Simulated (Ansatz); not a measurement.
Take BaHfO3 in the cubic perovskite structure (space group Pm-3m, No. 221; a = 4.1575 Å) as the base. Axes: x, y, z lie along the cube axes.

All numbers come from PBEsol, PAW, 420 eV (Ansatz, a program for electronic structure; spin-orbit coupling left out).

Strains are applied to the cell and any free atomic positions relax; under biaxial strain the out-of-plane vector relaxes too.

One change was made to it. Results:

```csv
quantity,base,after
"pressure (mean of the normal stresses, compression positive)",0.00 GPa,1.59 GPa
smallest direct gap,3.67 eV,3.64 eV
band gap,3.58 eV,3.57 eV
```

### Question
Which change produced these results?
A) biaxial strain −2.40 %, plane normal [001], relaxed out of plane
B) biaxial strain −0.60 %, plane normal [001], relaxed out of plane
C) biaxial strain −1.20 %, plane normal [001], relaxed out of plane
D) biaxial strain −1.80 %, plane normal [001], relaxed out of plane

### Answer
B, biaxial strain −0.60 %, plane normal [001], relaxed out of plane. For comparison, the pressure in the other runs: biaxial strain −1.20 %, plane normal [001], relaxed out of plane gives 3.30 GPa; biaxial strain −1.80 %, plane normal [001], relaxed out of plane gives 5.12 GPa; biaxial strain −2.40 %, plane normal [001], relaxed out of plane gives 7.07 GPa.

Spin-orbit coupling, missing from the scalar runs, can matter with Hf. Stability against distortions was not tested.
